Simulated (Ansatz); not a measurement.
Partial pair distribution functions of a relaxed model of amorphous Si$_{48}$N$_{60}$, broadened by 0.06 Å; density 2.93 g/cm³. Computed with PBE, scalar-relativistic without spin-orbit coupling (plane waves to 420 eV, PAW; Ansatz, a program for electronic structure). The usual formal charges leave 12 electrons over, so the level spacing at the Fermi energy parts defect or band states and needn't be the band gap.

The cell was made by melting and quenching with the CHGNet potential and then relaxed with DFT. N atoms were pushed apart under 1.9 Å during the dynamics, to hinder bonds among them. The hot cell started wider than the set density and was brought back towards it in steps. It is the lowest in DFT energy of 2 quenches. It is a model cell: composition and starting density were chosen by hand, and all elements were melted together. No dispersion term was used. Its density started from a set value of 2.93 and ended at 2.93 g/cm³. The simulated quench (nominally 300 K/ps over its main leg) is rapid and tends to freeze in more defects than a deposited or slowly cooled glass has. One small periodic cell is one sample of the glass; other quenches scatter about these values. The volume was held where the preparation left it and the shape relaxed, at a PBE pressure of -1.1 GPa (tension). Stress components on the final sampling reach 1.1 GPa.

```tsv
r (Å)	g Si-N	g Si-Si	g N-N
1.50	0.02	0.00	0.00
1.60	1.01	0.00	0.00
1.70	7.86	0.00	0.00
1.80	8.96	0.00	0.00
1.90	1.85	0.00	0.00
2.00	0.21	0.00	0.00
2.10	0.04	0.00	0.00
2.20	0.02	0.08	0.00
2.30	0.07	0.42	0.06
2.40	0.04	0.40	0.40
2.50	0.00	0.77	0.68
2.60	0.00	0.61	1.27
2.70	0.04	0.53	2.64
2.80	0.20	1.34	3.55
2.90	0.30	2.12	3.54
3.00	0.44	3.33	2.53
3.10	0.75	3.65	1.59
3.20	0.91	2.19	1.19
3.30	0.86	0.96	0.61
3.40	1.17	0.65	0.47
3.50	1.50	0.51	0.52
3.60	1.43	0.49	0.51
3.70	1.31	0.37	0.59
3.80	1.26	0.49	0.60
3.90	1.34	0.69	0.49
4.00	1.24	0.70	0.55
4.10	1.27	0.79	0.49
4.20	1.43	0.88	0.48
4.30	1.48	0.95	0.68
4.40	1.63	0.79	0.74
4.50	1.51	0.73	0.89
4.60	1.04	0.70	0.98
4.70	0.72	0.86	1.05
4.80	0.64	1.04	1.40
4.90	0.50	1.29	1.53
5.00	0.53	1.36	1.35
5.10	0.59	1.33	1.23
```

Within 2.12 Å each Si has 3.77 N neighbours on average.
